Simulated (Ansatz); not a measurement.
**Bulk modulus of MoIr₃ (model structure, started from the A15 type, Pm-3n, No. 223, 8 atoms in the cell) at several levels of theory**

No measured value is used here.

```json
[
 {"level (code)": "LDA (Ansatz)", "value (GPa)": "347", "cell (Å³/atom)": "14.59"},
 {"level (code)": "PBEsol (Ansatz)", "value (GPa)": "331", "cell (Å³/atom)": "14.82"},
 {"level (code)": "r²SCAN (Ansatz)", "value (GPa)": "323", "cell (Å³/atom)": "15.01"}
]
```

Density-functional levels without +SOC have no spin–orbit coupling. LDA, PBEsol, r²SCAN: the run has no spin polarisation, so it can have missed a magnetic state. LDA, PBEsol, r²SCAN: the bulk modulus is −V dP/dV from two relaxed cells at ±2 % in volume. Each level is taken at its own relaxed cell. Cutoffs differ between the levels. Ansatz's density-functional and Hartree–Fock values are scalar-relativistic unless marked +SOC, with PAW data made under PBE.

A model structure was made by putting elements into a prototype or built by hand; it is no filed structure, need not be a known phase, and can be a saddle point held by its symmetry.

Ansatz is a program for electronic structure.
